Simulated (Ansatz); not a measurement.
Consider the following.

```
BaTiO3
1.0
    3.99038     0.00000     0.00000
    0.00000     4.10266     0.00000
    0.00000     0.00000     3.99038
Ba Ti O
1 1 3
Direct
  0.50000   0.41746   0.50000
  0.00000   0.89996   0.00000
  0.50000   0.93578   0.00000
  0.00000   0.93578   0.50000
  0.00000   0.45103   0.00000
```

The cell is taken as given; by r2SCAN it stands under a pressure of -1.8 GPa.

Transport runs along the normal of the first two printed cell vectors, the (100) plane of the conventional cell.

The gap is the functional's own, uncorrected, and κ follows it; spin-orbit coupling is left out. Mid-gap means the computed energy nearest the middle.

Compute, with r2SCAN in Ansatz (a program for electronic structure), the band gap and the smallest decay constant κ at mid-gap.

Gap 2.19 eV on a 8×8×8 mesh; κ = 0.283 1/Å, at the zone centre.
